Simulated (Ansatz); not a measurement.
## WC: pressure series

The parent structure is WC (space group P-6m2, No. 187; a = 2.8985 Å, c = 2.8277 Å).

Cell and atoms are relaxed at each pressure.

The values are results of PBEsol (Ansatz, an electronic-structure program; PAW; 420 eV plane waves; no spin-orbit coupling), not measurements.

Two rows of this table had their results exchanged by mistake.

```json
[
 {"pressure": "pressure −2 GPa", "volume per atom (Å³)": "10.34", "shortest distance (Å)": "2.194", "band gap": "zero"},
 {"pressure": "pressure −1 GPa", "volume per atom (Å³)": "10.07", "shortest distance (Å)": "2.176", "band gap": "zero"},
 {"pressure": "pressure 0.9 GPa", "volume per atom (Å³)": "10.26", "shortest distance (Å)": "2.189", "band gap": "zero"},
 {"pressure": "pressure 2.1 GPa", "volume per atom (Å³)": "10.23", "shortest distance (Å)": "2.187", "band gap": "zero"},
 {"pressure": "pressure 4.5 GPa", "volume per atom (Å³)": "10.18", "shortest distance (Å)": "2.183", "band gap": "zero"},
 {"pressure": "pressure 9 GPa", "volume per atom (Å³)": "10.31", "shortest distance (Å)": "2.193", "band gap": "zero"},
 {"pressure": "pressure 15 GPa", "volume per atom (Å³)": "9.94", "shortest distance (Å)": "2.166", "band gap": "zero"},
 {"pressure": "pressure 22.5 GPa", "volume per atom (Å³)": "9.79", "shortest distance (Å)": "2.155", "band gap": "zero"},
 {"pressure": "pressure 30 GPa", "volume per atom (Å³)": "9.64", "shortest distance (Å)": "2.145", "band gap": "zero"}
]
```

**Question.** Which two?

**Answer.** The rows for pressure −1 GPa and pressure 9 GPa: the volume has to fall steadily with pressure, so 10.31 Å³ belongs to pressure −1 GPa and 10.07 Å³ to pressure 9 GPa.

Load acts through the strain it causes; cell and atoms are relaxed under it. Stability against distortions was not tested. No other phases were tried under pressure. All final runs are without spin polarisation.
